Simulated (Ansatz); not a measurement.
Antifluorite Be2C, treated with PBE (plane waves, PAW; Ansatz, a program for electronic structure).

Run with plane-wave cutoff 520 eV, 12×12×12 k mesh, perturbation theory, force constants from a 4×4×4 q mesh, scalar-relativistic PAW data made under PBE.

Computed at the level's own relaxed cell.

Harmonic phonon frequencies (cm⁻¹; i marks an imaginary mode; at Γ without the LO shift):

```json
[
 {"q point": "Γ", "frequencies": "0 0 0 634 634 634 696 696 696"}
]
```
